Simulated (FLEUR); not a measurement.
Worked example: self-consistent single point of Ag (P6_3/mmc, 4 atoms in the cell) in FLEUR.

Method of the run: LDA (Perdew-Zunger), all-electron FLAPW (FLEUR), scalar-relativistic valence.

The change in words: lattice scaled by 0.98. Reference geometry:
```yaml
crystal:
  lattice:
    - [2.98216, 0.00000, 0.00000]
    - [-1.49108, 2.58263, 0.00000]
    - [0.00000, 0.00000, 9.69463]
  atoms:
    - { symbol: Ag, position: [0.00000, 0.00000, 0.00000] }
    - { symbol: Ag, position: [0.00000, 0.00000, 0.50000] }
    - { symbol: Ag, position: [0.33333, 0.66667, 0.25000] }
    - { symbol: Ag, position: [0.66667, 0.33333, 0.75000] }
```

Reference input (self-consistent single point, DFT, LDA (Perdew-Zunger), all-electron FLAPW (FLEUR), scalar-relativistic valence): Kmax = 3.8 1/bohr; GmaxXC = 15.2 1/bohr; xcFunctional = pz; jspins = 1; l_soc = F; mode = hist; fermiSmearingEnergy = 0.00367493 Htr; mesh (inpgen div1-3) = 13 13 4; inpgen gamma flag = true; Gmax = 15.2 1/bohr; numbands = 0; maxIterBroyd = 15. This run's input differs from it in these lines:

```diff
@@ -3,6 +3,6 @@
 &input film=f /
-1.0000000000 0.0000000023 0.0000000000
--0.5000000020 0.8660254027 0.0000000000
-0.0000000000 0.0000000000 3.2508713793
-5.6354693845
+1.0000000000 -0.0000000536 0.0000000000
+-0.4999999536 0.8660254306 0.0000000000
+0.0000000000 0.0000000000 3.2508713573
+5.5227597435
 1.0 1.0 1.0
@@ -46,5 +46,5 @@
          <bravaisMatrix>
-            <row-1>    5.6354693845000003     0.0000000129615796     0.0000000000000000</row-1>
-            <row-2>   -2.8177347035209395     4.8804596431151337     0.0000000000000000</row-2>
-            <row-3>    0.0000000000000000     0.0000000000000000    18.3201861309924361</row-3>
+            <row-1>    5.5227597435000000    -0.0000002960199223     0.0000000000000000</row-1>
+            <row-2>   -2.7613796154939481     4.7828503849649335     0.0000000000000000</row-2>
+            <row-3>    0.0000000000000000     0.0000000000000000    17.9537814633936428</row-3>
          </bravaisMatrix>
```

Output (repeated stretches shortened):

```
 Iteration:     1   Distance:      12.39439752 me/bohr^3
 Iteration:     2   Distance:      10.43784577 me/bohr^3
 Iteration:     3   Distance:       3.51151140 me/bohr^3
 Iteration:     4   Distance:       3.26244958 me/bohr^3
 Iteration:     5   Distance:       1.32161137 me/bohr^3
   [... 5 lines left out ...]
 Iteration:    11   Distance:       0.00093458 me/bohr^3
 Iteration:    12   Distance:       0.00070519 me/bohr^3
 Iteration:    13   Distance:       0.00016289 me/bohr^3
 Iteration:    14   Distance:       0.00000909 me/bohr^3
 Run finished successfully
 Stop message:
   Structural relaxation: Done

[file out, last iteration]
             iter=     15
[...]
          total density-effective poten   -3.4942960658E+04
          total charge density-energy d   -5.7816035743E+02
 Updated energy parameters for spin:           1
[...]
 fermi energy and band-weighting factors:

[...]
FERMIE:
          first approx. to ef    (T=0)  :   0.289067 htr   (energy of the highest occ. eigenvalue)
          number of occ. states  (T=0)  :       2149
          first approx. to seigv (T=0)  : -36.212508 htr
          sum of weights of occ. states :  34.002959
          sum of semicore charge        :   0.000000 e
FERHIS:  Fermi-Energy by histogram:
          bandgap                     :   0.000217 htr
   [... lines left out ...]
          charge neutrality (T=0)     :   0.005917    (zero if the highest occ. eigenvalue is "entirely" occupied)
     EF_NEWTON:  Adjust Fermi-Energy by Newton-Method.
 Direct bandgap for spin            1 :    4.0052666221467914E-002  Htr
 ---->    free energy=                    -21249.7618389849 htr
   [... lines left out ...]
      extrapolation for T->0
 ---->    total electron energy=          -21249.7610151422 htr
 ***** TOTAL FORCES ON ATOMS *****
 TOTAL FORCE FOR ATOM TYPE=  1  X=  0.000   Y=  0.000   Z=  0.000
                       FX_TOT= 0.000000 FY_TOT= 0.000000 FZ_TOT= 0.000000
 TOTAL FORCE FOR ATOM TYPE=  2  X=  2.761   Y= -1.594   Z=  4.488
                       FX_TOT= 0.000000 FY_TOT= 0.000000 FZ_TOT= 0.000000
 Structural relaxation: Done
```

The run converged in 14 iterations. FLEUR gives forces in its relaxation mode, with a further iteration, so its stop message speaks of a relaxation. 

The starting cell comes from a database of computed structures (which also holds hypothetical and non-ambient phases and stackings), without a prior relaxation at this level. Its lattice was rescaled by a random factor within 2.5 % of one. For this run, on top of that: lattice scaled by 0.98. Values depend on the basis (sphere radii, cutoffs, local orbitals), which need not be converged. The log's line on a gap gives a spacing of levels on this mesh, which the program prints for metals too.

These are the values that this program gave, and no reference: the default basis lacks the next d shell.

Cost on one core of a shared machine: roughly 5 min.
